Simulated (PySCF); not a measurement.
PySCF 2.14.0, PBE0/def2-svp, df: Cl[SiH2]O[SiH2][O][GeH3], 13 atoms. The geometry is a generated start, not checked to be a minimum at this level.

task: energy and gradient
method: pbe0
basis: def2-svp
two-electron scheme: density fitting
mol.max_memory: 7000 MB
mf.init_guess: minao (default)
mf.DIIS: CDIIS (default)
mf.diis_space: 8 (default)
mf.conv_tol: 1e-09 (default)
basis functions (reference run): 149
grid points (reference run): 1056120

```xyz
13

Si     2.8968    -0.3783    -0.0572
Cl     3.7810     1.2722    -0.7605
O      1.3061    -0.1406    -0.0254
Si    -0.0286     0.7271     0.2699
O     -1.2463    -0.2406    -0.1608
Ge    -2.9634    -0.4684    -0.1723
H      3.3528    -0.5994     1.3082
H      3.1036    -1.4877    -0.9757
H     -0.0114     1.9046    -0.5873
H     -0.0664     0.9992     1.7034
H     -3.2728    -1.3993     0.9607
H     -3.6040     0.8764     0.0133
H     -3.2475    -1.0651    -1.5162
```

The reference run has mf.grids.level = 8; it is not itself proven converged. Each setting ran once; only counts and results are compared.

Measured:

| setting | grid points | energy against the reference | difference in forces (largest component) |
|---|---|---|---|
| the reference | 1056120 | — | — |
| mf.grids.level = 6 | 620648 | under 0.001 meV/atom | 0.15 meV/Å |
| mf.grids.level = 5 | 425624 | under 0.001 meV/atom | 0.48 meV/Å |
| mf.grids.level = 4 | 283192 | −0.0021 meV/atom | 0.75 meV/Å |
| mf.grids.level = 3 (default) | 174704 | under 0.001 meV/atom | 1.4 meV/Å |
| mf.grids.level = 2 | 108656 | −0.0031 meV/atom | 9.2 meV/Å |
| mf.grids.level = 0 | 13832 | +310 meV/atom | 320 meV/Å |

Q: Predict the row for mf.grids.level = 1.

A: grid points: 54224; energy against the reference: +0.069 meV/atom; difference in forces (largest component): 21 meV/Å. Total energies are compared; such shifts often cancel in part in energy differences. The gradients leave out the derivatives of the grid weights.
